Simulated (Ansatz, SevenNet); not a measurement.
## SnSe (model structure, started from the 4H type, P6₃mc, No. 186, 8 atoms in the cell): properties by level of theory

| level (code) | equilibrium lattice constant a (Å) | lattice parameter c (Å) |
|---|---|---|
| SevenNet-0 | 5.176 | 12.045 |
| PBE-D3(BJ) (Ansatz) | 5.085 | 11.875 |
| r²SCAN (Ansatz) | 5.085 | 11.907 |

Caveats: a distance lies near a switch of the dispersion term, which can move the cell (PBE-D3(BJ)). Ansatz's density-functional and Hartree–Fock values are scalar-relativistic unless marked +SOC, with PAW data made under PBE.

Static lattice: no zero-point or thermal effects.

A model structure was made by putting elements into a prototype or built by hand; it is no filed structure, need not be a known phase, and can be a saddle point held by its symmetry.

Ansatz is an electronic-structure program.
